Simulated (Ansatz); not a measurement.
**CoPdO2: pressure series**

The parent structure is CoPdO$_{2}$ (space group R-3m, No. 166; a = 2.862 Å, c = 17.834 Å (hexagonal axes); non-magnetic).

Cell and atoms are relaxed at each pressure.

Level of theory: Ansatz (a quantum-chemistry and plane-wave program), PBE, PAW, cutoff 420 eV, without spin-orbit coupling.

| P (GPa) | V (Å³/atom) |
|---|---|
| -2.00 | 10.653 |
| -1.00 | 10.596 |
| 1.80 | 10.448 |
| 4.20 | 10.329 |
| 9.00 | 10.112 |
| 17.99 | 9.763 |
| 30.00 | 9.382 |
| 45.00 | 8.995 |
| 60.00 | 8.676 |

A third-order Birch–Murnaghan fit to these points gives V₀ = 10.54 Å³/atom, B₀ = 197 GPa and B₀′ = 4.6. At pressure 60 GPa the volume is 82.3 % of V₀.

Load acts through the strain it causes; cell and atoms are relaxed under it. No phonon test of stability was made. No other phases were tried under pressure. Seeded moments were not kept for the base. No Hubbard U is applied and the magnetic state is the run's own (CoPdO2 not spin-polarised; CoPdO2 non-magnetic); other magnetic orders, which need larger cells, were not tried and can change the gap. The final runs are not spin-polarised. An odd electron count without spin: CoPdO2.
